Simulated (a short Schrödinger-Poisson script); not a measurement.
## MOS inversion layer, Si3N4 on p-type Si(100)

Stack: MOS inversion layer, Si3N4 on p-type Si(100), at 400 K.

| layer | material | thickness (nm) | Na (cm⁻³) |
|---|---|---|---|
| 1 | Si3N4 | 3.8 | - |
| 2 | Si | 650 | 4.3e17 |

Constants are typed, rounded textbook-type inputs, not results; the design itself was drawn at random and stands for no fabricated device. Si3N4: permittivity 7.5, conduction-band edge (eV) 1.95, gap (eV) 5.1, electron mass (mₑ) 0.5. Si: permittivity 11.7, conduction-band edge (eV) 0, gap (eV) 1.124, Nv at 300 K (cm⁻³) 3.1e19.

Channel valleys (confinement mass, in-plane density-of-states mass, number): Δ2 0.916, 0.19, 2; Δ4 0.19, 0.417, 4. At the gate the conduction-band edge of layer 1 lies 2.35 eV − eVg above the Fermi level of the channel; the field vanishes at the back. Gaps are held at their typed values at every temperature. Mesh 0.03 nm at interfaces.

Solved with a short Schrödinger-Poisson script written for these runs: 1D Poisson equation in equilibrium, electrons quantum, Hartree (BenDaniel-Duke, 12 states a valley, the channel's in-plane mass for all, wave functions ending at the dielectric), parabolic valleys, classical holes, full ionisation, no traps, pinning or gate leakage.

```
Vg (V)  electrons (cm⁻²)  C (μF/cm²)  Δ2 E0 (meV)  Δ2 E1 (meV)  Δ4 E0 (meV)  Δ4 E1 (meV)
------  ----------------  ----------  -----------  -----------  -----------  -----------
0.1               4.42e6       0.236        517.7        566.9        563.1        642.6
0.3               4.95e8       0.208        350.7        406.0        401.7        491.7
0.5              5.53e10       0.348        184.9        245.4        240.7        339.6
0.7              8.40e11        1.03         86.3        154.3        149.5        255.3
0.9              2.26e12        1.25         46.2        123.2        118.4        229.3
1.1              3.87e12        1.34         21.8        107.2        102.5        217.4
1.3              5.57e12        1.39          3.6         96.8         92.2        210.5
1.5              7.32e12        1.42        -11.5         89.1         84.6        205.7
1.7              9.10e12        1.44        -24.7         82.9         78.4        202.2
1.9              1.09e13        1.45        -36.7         77.6         73.2        199.4
2.1              1.27e13        1.47        -47.8         73.0         68.6        197.1
```

Subbands count from the Fermi level.
